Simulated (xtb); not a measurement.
xtb 6.7.1, GFN2-xTB: CCN(CC)[SiH]N(CC)CC, charge 0, multiplicity 2, 32 atoms. The geometry is a generated start, not checked to be a minimum at this level.

- run flags: --grad
- method: GFN2-xTB
- --acc: 1 (default)
- --etemp (K): 300 (default)
- basis functions: 71
- valence electrons: 67

Charge 0 and multiplicity 2 are set for this test and not shown to be the ground state. GFN-xTB has no spin term: --uhf 1 sets the occupations alone.

One run each on 1 thread. Values of broydamp tried: 0.02, 0.05, 0.1, 0.2, 0.4 (default), 0.6, 0.8, 1.

Q: Which value of broydamp needs the fewest SCC iterations, and what happens away from it?

A: Fewest SCC iterations, within one of each other: 0.4 (default) with 12, 0.6 with 12, 0.8 with 13, 1 with 13. The count rises to 21 at 0.02. All converge to one solution.

| broydamp | SCC iterations | end |
|---|---|---|
| 0.02 | 21 | same solution |
| 0.05 | 18 | same solution |
| 0.1 | 17 | same solution |
| 0.2 | 14 | same solution |
| 0.4 (default) | 12 | same solution |
| 0.6 | 12 | same solution |
| 0.8 | 13 | same solution |
| 1 | 13 | same solution |
